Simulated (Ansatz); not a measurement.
Ru: pressure series

Take Ru in the hcp (Mg type) structure (space group P6_3/mmc, No. 194; a = 2.692 Å, c = 4.246 Å) as the base.

Cell and atoms are relaxed at each pressure.

The values are results of PBEsol (Ansatz, an electronic-structure program, PAW, scalar-relativistic without spin-orbit coupling), earlier PAW set, not measurements.

Notes on the quantities. enthalpy: H = E + PV relative to the base's energy.

```json
[
 {"variant": "base", "enthalpy": "–", "volume per atom": "13.32 Å³"},
 {"variant": "pressure −2 GPa", "enthalpy": "-0.17 eV/atom", "volume per atom": "13.40 Å³"},
 {"variant": "pressure −1 GPa", "enthalpy": "-0.08 eV/atom", "volume per atom": "13.36 Å³"},
 {"variant": "pressure 3 GPa", "enthalpy": "+0.25 eV/atom", "volume per atom": "13.21 Å³"},
 {"variant": "pressure 7 GPa", "enthalpy": "+0.58 eV/atom", "volume per atom": "13.07 Å³"},
 {"variant": "pressure 15 GPa", "enthalpy": "+1.22 eV/atom", "volume per atom": "12.81 Å³"},
 {"variant": "pressure 30 GPa", "enthalpy": "+2.40 eV/atom", "volume per atom": "12.39 Å³"},
 {"variant": "pressure 50 GPa", "enthalpy": "+3.92 eV/atom", "volume per atom": "11.93 Å³"},
 {"variant": "pressure 75 GPa", "enthalpy": "+5.74 eV/atom", "volume per atom": "11.46 Å³"},
 {"variant": "pressure 100 GPa", "enthalpy": "+7.50 eV/atom", "volume per atom": "…"}
]
```

Complete the table.


- pressure 100 GPa, volume per atom: 11.07 Å³

Load acts through the strain it causes; cell and atoms are relaxed under it. No phonon test of stability was made. No other phases were tried under pressure. The final runs are not spin-polarised.
